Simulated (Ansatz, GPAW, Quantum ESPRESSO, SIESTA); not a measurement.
One structure in several programs: MnCuO2 (P1, 4 atoms in the cell)

Self-consistent single point, at a second geometry (atoms moved at random). First geometry:

```
CELL_PARAMETERS angstrom
      2.78762    -1.44639     0.00000
      2.78762     1.44639     0.00000
     -1.41823     0.00000     5.70080
ATOMIC_POSITIONS crystal
  Mn 0.00000 0.00000 0.00000
  Cu 0.50000 0.50000 0.50000
  O  0.59504 0.59504 0.82003
  O  0.40496 0.40496 0.17997
```
Moments meant for the start (each program seeds them in its own way; μB, in the order of the atoms Mn Cu O O): 4.0 0.0 0.0 0.0.

Second geometry:
```
CELL_PARAMETERS angstrom
      2.78762    -1.44639     0.00000
      2.78762     1.44639     0.00000
     -1.41823     0.00000     5.70080
ATOMIC_POSITIONS crystal
  Mn 0.01581 0.98659 0.00485
  Cu 0.49621 0.49342 0.49508
  O  0.59989 0.59962 0.82438
  O  0.38809 0.42037 0.17569
```
Moments meant for the start (each program seeds them in its own way; μB, in the order of the atoms Mn Cu O O): 4.0 0.0 0.0 0.0.

Shared settings, as Ansatz (a program for electronic structure) writes them: kpoints.mp_grid.grid = 7 7 3; scf.occupations.method = gaussian; scf.occupations.width = 0.136 eV. Potentials and cutoffs stand in the table.

| code | model | ΔF from the first geometry (meV/atom) | pressure (GPa) | largest force (eV/Å) | size of the net moment (μB/atom) | cutoff |
|---|---|---|---|---|---|---|
| SIESTA | GGA PBEsol, numerical atomic orbitals DZP, PseudoDojo PBEsol standard norm-conserving potentials (rewritten from UPF to PSML) | 17.3 | -0.41 | 1.448 | 1.00 | grid 350 Ry |
| Ansatz | PBEsol, PAW files made with PBE | 19.6 | -2.46 | 1.361 | 1.00 | default |
| Quantum ESPRESSO | PBEsol, GBRV 1.5 ultrasoft (PBESOL) pseudopotentials | 19.4 | -2.09 | 1.380 | 1.00 | 50 Ry |
| GPAW | PBEsol, GPAW PAW datasets PBEsol (made by gpaw-setup) | 18.7 | – | 1.421 | 1.00 | 900 eV |

Size of the force on each atom (eV/Å): Sizes of forces hide their directions.

```csv
code,Mn1,Cu2,O3,O4
SIESTA,1.448,0.844,0.507,1.100
Ansatz,1.361,0.773,0.650,1.081
Quantum ESPRESSO,1.380,0.803,0.633,1.073
GPAW,1.421,0.856,0.583,1.061
```

A dash marks a value that a program does not give, or that is left out as unsure.

On Ansatz's run: with one magnetic atom in the cell only a parallel order is possible.

The spread over the programs that give each value: ΔF from the first geometry within 2.3 meV/atom; pressure within 2.05 GPa; largest force within 0.087 eV/Å; size of the net moment within 0.00 μB/atom.

SIESTA uses small atom-centred bases, whose incompleteness enters pressures, forces and empty levels differently from a plane-wave cutoff. Ansatz's pressure is given at a fixed set of plane waves, as the other plane-wave codes print theirs; with its correction for the finite basis it is -1.96 GPa (the shift of 0.50 GPa shows how far the cutoff is from converged). The pressure of GPAW is left out: its cutoff lies under the one at which its stress was checked. In the pressure, SIESTA (by 1.86) lies more than 1 GPa from the median of the plane-wave programs. In the force vectors, SIESTA (by 0.245) and GPAW (by 0.114) lie more than 0.08 eV/Å from the median of the plane-wave programs.

The shared mesh is coarse (it stands for a supercell whose shortest vector is 18 Å), so the values are not converged in it.

The starting cell comes from a database of computed structures (which also holds hypothetical and non-ambient phases and stackings), without a prior relaxation at this level. For this run, on top of that: atoms moved at random.

Keys are those of Ansatz 0.2.
